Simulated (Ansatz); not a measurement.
Y₅Ge₃ (P6₃/mcm, No. 193; cell taken from a computed entry), treated with r²SCAN+rVV10 (PAW; Ansatz, a quantum-chemistry and plane-wave program).

Settings: plane-wave cutoff 500 eV, 6×6×6 k mesh, Fermi–Dirac smearing 0.05 eV, scalar-relativistic PAW data made under PBE.

Computed at the level's own relaxed cell.

What does this level give for the volume per atom, equilibrium lattice constant a and c axis length?


- volume per atom = 24.92 Å³/atom
- equilibrium lattice constant a = 8.475 Å
- c axis length = 6.409 Å

The run finds no gap.

Note: the relaxation could not lower the start's symmetry, so the cell can be a saddle point above a distorted one.
